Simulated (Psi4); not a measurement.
Psi4 1.11, TPSS/def2-svpd: Cr(O)2(Br)(Me) ([CH3][Cr](=[O])(=[O])[Br]), 8 atoms. The geometry is a generated start, not checked to be a minimum at this level.

* **task**: energy
* **method**: tpss
* **basis**: def2-svpd
* **memory**: 3 GB
* **maxiter**: 100
* **keys of the molecule block**: symmetry c1
* **scf_type**: df (default)
* **e_convergence**: 1e-06 (default)
* **d_convergence**: 1e-06 (default)
* **dft_radial_points**: 75 (default)
* **dft_spherical_points**: 302 (default)
* **basis functions**: 165
* **grid points**: 172991

```xyz
8

Cr     0.7499    -0.7125    -0.3295
O      1.5179     0.1920    -1.3102
O      1.2821    -1.1546     1.0464
Br    -0.6058    -2.1728    -1.3011
C     -0.5606     0.7692     0.3820
H     -0.0167     1.5632     0.8905
H     -1.2636     0.3157     1.0865
H     -1.1032     1.1998    -0.4645
```

Charge 0 and multiplicity 1 are set for this test and not shown to be the ground state.

With the defaults (diis_max_vecs = 10, diis = true, scf_initial_accelerator = adiis, damping_percentage = 0, level_shift = 0, level_shift_cutoff = 0.01, guess = auto, which took SAD) it converges in 15 SCF iterations. One run each on 2 threads, with these changes:
- diis = false, scf_initial_accelerator = none, damping_percentage = 60
- scf_initial_accelerator = none
- diis_max_vecs = 6
- level_shift = 0.5, level_shift_cutoff = 0.001
- diis_max_vecs = 3
- level_shift = 0.1, level_shift_cutoff = 0.001
- damping_percentage = 20
- guess = gwh
- scf_initial_accelerator = ediis

Which runs fail or end elsewhere than the default run?

No convergence: diis_max_vecs = 3; diis = false, scf_initial_accelerator = none, damping_percentage = 60 (the run ends without SCF convergence in 100 iterations). The rest reach the solution of the defaults.

| setting | SCF iterations | end |
|---|---|---|
| level_shift = 0.1, level_shift_cutoff = 0.001 | 14 | same solution |
| the defaults | 15 | same solution |
| scf_initial_accelerator = ediis | 15 | same solution |
| scf_initial_accelerator = none | 17 | same solution |
| diis_max_vecs = 6 | 18 | same solution |
| level_shift = 0.5, level_shift_cutoff = 0.001 | 21 | same solution |
| damping_percentage = 20 | 29 | same solution |
| guess = gwh | 39 | same solution |
| diis_max_vecs = 3 | 100 | no convergence |
| diis = false, scf_initial_accelerator = none, damping_percentage = 60 | 100 | no convergence |

1 further run of the study ended by our limits or in an error and is left out.
